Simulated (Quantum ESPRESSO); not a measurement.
A self-consistent single point of SnO (P4mm, 4 atoms in the cell) with Quantum ESPRESSO.

Computed with PBEsol, GBRV 1.5 ultrasoft (PBESOL) pseudopotentials (plane waves; Quantum ESPRESSO).

```xyz
4
Lattice="3.7810 0.0000 0.0000 0.0000 3.7810 0.0000 0.0000 0.0000 4.8158" Properties=species:S:1:pos:R:3 pbc="T T T"
Sn     1.8905     0.0000     3.7196
Sn     0.0000     1.8905     1.1462
O      1.8905     1.8905     0.0000
O      0.0000     0.0000     0.0000
```

Reference input (self-consistent single point, DFT, PBEsol, plane waves, GBRV 1.5 ultrasoft (PBESOL) pseudopotentials): ecutwfc = 40 Ry; ecutrho = 200 Ry; occupations = smearing; smearing = fermi-dirac; degauss = 0.00147 Ry; potentials = {Sn: sn_pbesol_v1.4.uspp.F.UPF, O: o_pbesol_v1.2.uspp.F.UPF}; K_POINTS = automatic 5 5 3 0 0 0; conv_thr = 1e-11 Ry; mixing_beta = 0.4. This run's input differs from it in these lines:

```diff
@@ -33,3 +33,3 @@
 K_POINTS automatic
-5 5 3  0 0 0
+4 4 3  0 0 0
```

Output, abridged:

```
     Self-consistent Calculation

     iteration #  1     ecut=    40.00 Ry     beta= 0.40

     total energy              =    -382.22712884 Ry
     estimated scf accuracy    <       1.27526925 Ry

     iteration #  2     ecut=    40.00 Ry     beta= 0.40

     total energy              =    -382.31685622 Ry
     estimated scf accuracy    <       0.16971879 Ry

     iteration #  3     ecut=    40.00 Ry     beta= 0.40

     total energy              =    -382.35905686 Ry
     estimated scf accuracy    <       0.02071649 Ry

   [... 10 blocks of this kind left out ...]

     iteration # 14     ecut=    40.00 Ry     beta= 0.40

     total energy              =    -382.36469055 Ry
     estimated scf accuracy    <          1.2E-11 Ry

     iteration # 15     ecut=    40.00 Ry     beta= 0.40
     End of self-consistent calculation

     the Fermi energy is    10.2108 ev

!    total energy              =    -382.36469055 Ry
     estimated scf accuracy    <          8.8E-13 Ry
     smearing contrib. (-TS)   =      -0.00002136 Ry
     internal energy E=F+TS    =    -382.36466919 Ry

     convergence has been achieved in  15 iterations

     Forces acting on atoms (cartesian axes, Ry/au):

     atom    1 type  1   force =     0.00000000    0.00000000   -0.04111831
     atom    2 type  1   force =     0.00000000    0.00000000    0.02600113
     atom    3 type  2   force =     0.00000000    0.00000000    0.00755859
     atom    4 type  2   force =     0.00000000    0.00000000    0.00755859

     Total force =     0.049810     Total SCF correction =     0.000004

          total   stress  (Ry/bohr**3)                   (kbar)     P=       35.68
   0.00024913   0.00000000   0.00000000           36.65        0.00        0.00
   0.00000000   0.00024913   0.00000000            0.00       36.65        0.00
   0.00000000   0.00000000   0.00022940            0.00        0.00       33.75

   JOB DONE.
```

The run converged in 15 iterations. Against the reference run the free energy goes up by 2.2 meV/atom, the pressure hardly changes (3.55 to 3.57 GPa), the largest force goes from 1.041 to 1.057 eV/Å and the gap on the mesh goes from 0.560 to 0.144 eV.

The starting cell has typed, rounded lattice constants, without a prior relaxation at this level. Its lattice was rescaled by up to half a per cent. One atom was moved a little off its site on purpose. With a pressure of about 4 GPa the cell is away from its equilibrium volume at this level. Forces in this geometry exceed 1 eV/Å.
